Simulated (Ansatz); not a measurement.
## Effective masses and thermopower of BP (I-4m2)

Data:

```yaml
crystal:
  lattice:
    - [0.00000, 2.27185, 2.25456]
    - [2.27185, 0.00000, 2.25456]
    - [2.27185, 2.27185, 0.00000]
  atoms:
    - { symbol: B, position: [0.00000, 0.00000, 0.00000] }
    - { symbol: P, position: [0.25000, 0.25000, 0.25000] }
```

Calculation: PBEsol with spin-orbit coupling, rigid bands (plane waves, PAW; Ansatz, an electronic-structure program). Condition of this run: biaxial stress xx = yy = -2 GPa (compression positive) (the target of the relaxation). How the cell was made: cell and atoms relaxed with PBEsol, then loaded as said.

| Property | Value |
|---|---|
| band gap | 1.01 eV |
| electron conductivity mass (300 K, dilute) | 0.24 (x), 0.24 (y), 1.13 (z) mₑ |
| hole conductivity mass (300 K, dilute) | 0.40 (x), 0.40 (y), 0.46 (z) mₑ |
| effective density of states N_c (300 K) | 1.4e19 cm⁻³ |
| effective density of states N_v (300 K) | 9.4e18 cm⁻³ |
| density-of-states mass, electrons | 0.68 mₑ |
| density-of-states mass, holes | 0.52 mₑ |
| Seebeck coefficient, n-type 1e19 cm⁻³, 300 K | -278 μV/K |
| best n-type power factor at 300 K for τ = 10 fs (best axis; densities from 1e16 to 1e21 cm⁻³ tried, whether or not they can be reached) | 18.1 μW/(cm·K²) at 3e20 cm⁻³ |
| Seebeck coefficient, p-type 1e19 cm⁻³, 300 K | 289 μV/K |
| best p-type power factor at 300 K for τ = 10 fs (best axis; densities from 1e16 to 1e21 cm⁻³ tried, whether or not they can be reached) | 13.8 μW/(cm·K²) at 1e20 cm⁻³ |

Rigid bands; masses and Seebeck coefficients take one relaxation time τ for all states and one kind of carrier; polarons and phonon drag are left out.
